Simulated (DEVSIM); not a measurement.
**abrupt GaAs p-n junction**

Device: abrupt GaAs p-n junction, at 300 K.

| layer (left to right) | material | thickness (μm) | Nd (cm⁻³) | Na (cm⁻³) | τn (s) | τp (s) |
|---|---|---|---|---|---|---|
| 1 | GaAs | 4.60 | - | 5.1e17 | 1e-8 | 1e-8 |
| 2 | GaAs | 1.20 | 2.1e14 | - | 1e-8 | 1e-8 |

Left contact: ohmic. Right contact: ohmic. Voltage is applied to the left contact. Recombination: SRH at mid-gap. Mobility is μmin + (μ − μmin)/(1 + (N/Nref)^α).

Constants are typed, rounded textbook-type inputs, not results; the design itself was drawn at random and stands for no fabricated device. Values at 300 K.

```tsv
parameter	GaAs
gap (eV)	1.424
affinity (eV)	4.07
permittivity	12.9
Nc (cm⁻³)	4.7e17
Nv (cm⁻³)	9e18
μn (cm²/Vs)	8500
μp (cm²/Vs)	400
μn,min	500
μp,min	20
Nref,n	6e16
Nref,p	1.5e17
αn	0.39
αp	0.38
```

Simulated with DEVSIM: 1D drift-diffusion, Boltzmann statistics, complete ionisation; no tunnelling, impact ionisation, image-force lowering or self-heating.

- Potential step across the device at zero bias = 1.150 V
- Largest field in the device at zero bias = 38000 V/cm
- Dark forward voltage at 1 A/cm² = 0.904 V
- Dark forward voltage at 100 A/cm² = 1.101 V

Dark forward current:

(V (V), J (A/cm²)): (0.05, 3.1e-10); (0.10, 1.1e-9); (0.15, 3.3e-9); (0.20, 9.6e-9); (0.25, 2.7e-8); (0.30, 7.7e-8); (0.35, 2.2e-7); (0.40, 6.4e-7); (0.45, 1.9e-6); (0.50, 6.2e-6); (0.55, 2.2e-5); (0.60, 8.5e-5); (0.65, 0.00037); (0.70, 0.0018); (0.75, 0.0087); (0.80, 0.043); (0.85, 0.20); (0.90, 0.89); (0.95, 3.5); (1.00, 12); (1.05, 36); (1.10, 98); (1.15, 240); (1.20, 550); (1.25, 1100); (1.30, 2000); (1.35, 3200)
